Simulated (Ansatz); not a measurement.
Cu, response to strain

Start from Cu in the fcc (Cu type) structure (space group Fm-3m, No. 225; a = 3.564 Å). Axes: x, y, z lie along the cube axes.

Strains are applied to the cell and any free atomic positions relax; under biaxial strain the out-of-plane vector relaxes too.

Calculations: PBEsol/PAW in Ansatz (a program for electronic structure), scalar-relativistic without spin-orbit coupling.

Notes on the quantities. pressure: mean of the normal stresses, compression positive; energy relative to the base: free energy F.

```csv
case,pressure,energy relative to the base,shortest interatomic distance,space group
base,0.0 GPa,0 meV/atom,2.520 Å,Fm-3m (No. 225)
"biaxial strain −3.51 %, plane normal [111], relaxed out of plane",9.7 GPa,+34 meV/atom,2.432 Å,R-3m (No. 166)
isotropic strain +1.32 %,-6.0 GPa,+8.9 meV/atom,2.553 Å,Fm-3m (No. 225)
isotropic strain +1.36 %,-6.2 GPa,+9.4 meV/atom,2.554 Å,Fm-3m (No. 225)
uniaxial strain ε_xx = +0.72 %,-1.2 GPa,+0.4 meV/atom,2.520 Å,I4/mmm (No. 139)
uniaxial strain ε_yy = +0.57 %,-0.9 GPa,+0.2 meV/atom,2.520 Å,I4/mmm (No. 139)
uniaxial strain ε_zz = −4.66 %,9.1 GPa,+18 meV/atom,2.462 Å,I4/mmm (No. 139)
uniaxial strain ε_zz = +1.31 %,-2.1 GPa,+1.3 meV/atom,2.520 Å,I4/mmm (No. 139)
tensor shear ε_yz = −1.53 %,0.2 GPa,+3.4 meV/atom,2.481 Å,Immm (No. 71)
tensor shear ε_xy = −1.65 %,0.2 GPa,+3.9 meV/atom,2.478 Å,Immm (No. 71)
```

Without a gap, meshes like the base's 22×22×22 leave anisotropic stresses uncertain by several tenths of a GPa, and small strain energies with them. Stability against distortions was not tested. All final runs are without spin polarisation.
